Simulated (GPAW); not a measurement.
**Equation of state of rock-salt BaS (space group 225): energy against volume (GPAW, PBE)**

```yaml
crystal:
  lattice:
    - [0.00000, 3.13819, 3.13819]
    - [3.13819, 0.00000, 3.13819]
    - [3.13819, 3.13819, 0.00000]
  atoms:
    - { symbol: Ba, position: [0.00000, 0.00000, 0.00000] }
    - { symbol: S, position: [0.50000, 0.50000, 0.50000] }
```

Computed with PBE, GPAW PAW datasets PBE (gpaw-data 1.0.1) (plane waves; GPAW 25.7.0). Settings: mode = pw; ecut = 585 eV; xc = PBE; kpts = 9 9 9; mesh shift (steps) = 0 0 0; occupations.name = fermi-dirac; occupations.width = 0.01 eV; nbands = -6; convergence.forces = 0.001 eV/Å; convergence.bands = -4; symmetry.symmorphic = false; symmetry.tolerance = 0.0005; maxiter = 150. The cell above is the first row's. The rows scale it uniformly. In all rows fractional positions and the k mesh are held. E is the free energy at the stated smearing, counted from the lowest row.

```csv
V (Å^3/atom),E (meV/atom)
30.906,30.49
31.578,16.14
32.249,6.67
32.921,1.41
33.593,0.00
34.265,2.02
34.937,7.14
35.609,15.01
36.281,?
```

Fit E of the 8 rows that show it with the third-order Birch-Murnaghan form, a cubic in V^(-2/3). With u = V^(-2/3) - 0.0968, the rows have u = 0.0047402, 0.0032945, 0.0019012, 0.0005534, -0.0007492, -0.0020092, -0.0032286, -0.0044096. Least squares gives E = 0.371 + 1285.8·u + 1056135·u² + 2674293·u³. Residuals (row less fit): 0.008, -0.026, 0.019, 0.004, 0.001, -0.009, 0.001, 0.002; standard error 0.017 (degrees of freedom: 4). Its minimum lies at u = -0.0006101, so V0 = (0.0961899)^(-3/2) = 33.52. There d²E/du² = 2102000 and d³E/du³ = 1.605e7, so B0 = (4/9) × 33.52^(-7/3) × 2102000 × 0.160218 = 41.3 GPa (the last factor turns the table's units into GPa), and B0' = 4 + (2/3) × 0.0961899 × (1.605e7)/2102000 = 4.5. The program's pressures in the fitted runs (not shown) pass through zero at V = 33.50, 0.07 % from this V0.

Question: Predict the withheld E at V = 36.281 from the fit, and compare with the calculation.

Answer: u = -0.0055540, so E = 0.371 + 1285.8 × (-0.0055540) + 1056135 × (-0.0055540)² + 2674293 × (-0.0055540)³ = 25.350 meV/atom. The calculation gives 25.37 meV/atom, 0.020 meV/atom above the prediction (0.1 % of the range of E in the table). The row lies outside the fitted rows, so this is an extrapolation. From the scatter of the fitted rows alone, a prediction at this place has a standard error of 0.042 meV/atom, so the miss is 0.5 times that.

Carrying the step between the two nearest rows on in a straight line would have given 22.88, off by 2.49; series whose last step already gives the withheld value aren't shown. The scan was laid around a cell of about the measured size, scaled by a guess for this functional. The runs keep the symmetry of the cell, so they don't test it for distortions. Spin-orbit coupling is off. Cutoffs and mesh are single choices, not tested for convergence of this quantity. Series with a scatter that would blur these digits, or in which a gap closes, are not shown. Nor are scans whose minimum lies at an end fitted in this form.
